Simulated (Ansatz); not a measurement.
The starting structures come from a database of crystals and need not be the phases stable at ambient conditions.

Given:

```xyz
16
Lattice="6.8958 0.0000 0.0000 0.0000 8.8060 0.0000 1.2924 4.4030 3.0165" Properties=species:S:1:pos:R:3 pbc="T T T"
Ca     1.7239     2.8974     0.0000
Ca     5.1718     5.9087     0.0000
Ge     5.1718     2.7747     0.0000
Ge     1.7239     6.0313     0.0000
Ge     0.0000     0.0000     0.0000
Ge     3.4479     0.0000     0.0000
O      1.7188    11.4305     2.3824
O      6.4693     1.7786     0.6341
O      3.0214     7.0275     0.6341
O      5.1667     6.1816     2.3824
O      7.1819     8.2794     1.8495
O      1.0063     4.9296     1.1670
O      4.4542     3.8764     1.1670
O      3.7340     9.3326     1.8495
O      1.7239     0.6046     0.0000
O      5.1718     8.2014     0.0000
```

Space group of this cell: C2/c. The cell is taken as given; by r2SCAN its mean pressure is -0.9 GPa.

Transport runs along the normal of the first two printed cell vectors.

The gap is the functional's own, uncorrected, and κ follows it; spin-orbit coupling is left out. Mid-gap values are interpolated between the computed energies.

Task: Estimate the band gap and the smallest decay constant κ at mid-gap that r2SCAN run with Ansatz (a quantum-chemistry and plane-wave program) returns for this system.

Result: Gap 3.42 eV on a 6×10×10 mesh; κ = 0.309 1/Å, at the zone centre.
